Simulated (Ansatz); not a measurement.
Take SrCl₂ in the fluorite structure (space group Fm-3m, No. 225) as the base.

```xyz
3
Lattice="0.0000 3.4539 3.4539 3.4539 0.0000 3.4539 3.4539 3.4539 0.0000" Properties=species:S:1:pos:R:3 pbc="T T T"
Sr     0.0000     0.0000     0.0000
Cl     1.7270     1.7270     1.7270
Cl     5.1809     5.1809     5.1809
```

Cartesian axes are those of the cell as printed.

Computed with PBEsol (Ansatz, a program for electronic structure), spin-orbit coupling left out.

For the base:

| Quantity | Value |
|---|---|
| Electron mass | 0.37 mₑ (at Γ) |
| Band gap | 5.25 eV |

The change: uniaxial strain ε_zz = +1.00 %, all other strain components held at zero, atoms relaxed at fixed cell.

Predict the new electron mass, energy relative to the base, band gap and stress.

The electron mass goes from 0.37 mₑ (at Γ) to 0.35 mₑ along z, 0.39 mₑ across (at Γ); the energy grows by 0.6 meV/atom; the band gap falls by 0.06 eV (5.25 eV → 5.19 eV); the stress (xx, yy, zz, yz, xz, xy; compression positive) is (-0.20, -0.20, -0.71, 0.00, 0.00, 0.00) GPa.

Masses are band curvatures over ±0.01 Å⁻¹ around the edge. Stability against distortions was not tested.
